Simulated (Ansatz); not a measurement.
**LiF (model structure, started from the NiAs type, P6₃/mmc, No. 194, 4 atoms in the cell)**

The numbers are results of LDA (plane waves, PAW; Ansatz, a quantum-chemistry and plane-wave program), not measurements.

Numerical settings: plane-wave cutoff 520 eV, 12×12×8 k mesh (along the axes of the cell as run), Fermi–Dirac smearing 0.01 eV, scalar-relativistic PAW data made under PBE.

Cell (relaxed at this level):

```cif
data_F2Li2
_chemical_formula_sum 'Li2 F2'
_space_group_name_H-M_alt 'P 1'
_space_group_IT_number 1
_cell_length_a 2.71832
_cell_length_b 2.71832
_cell_length_c 4.69024
_cell_angle_alpha 90.000
_cell_angle_beta 90.000
_cell_angle_gamma 120.000
loop_
_space_group_symop_operation_xyz
  'x, y, z'
loop_
_atom_site_label
_atom_site_type_symbol
_atom_site_fract_x
_atom_site_fract_y
_atom_site_fract_z
_atom_site_occupancy
Li1 Li 0.00000 0.00000 0.00000 1
Li2 Li 0.00000 0.00000 0.50000 1
F1 F 0.33333 0.66667 0.25000 1
F2 F 0.66667 0.33333 0.75000 1
```

| Item | Result |
|---|---|
| band gap | 9.54 eV (direct) |

Note: the relaxation could raise the start's symmetry but not lower it, so the cell can be a saddle point.

Static lattice: no zero-point or thermal effects.

A model structure was made by putting elements into a prototype or built by hand; it is no filed structure, need not be a known phase, and can be a saddle point held by its symmetry.
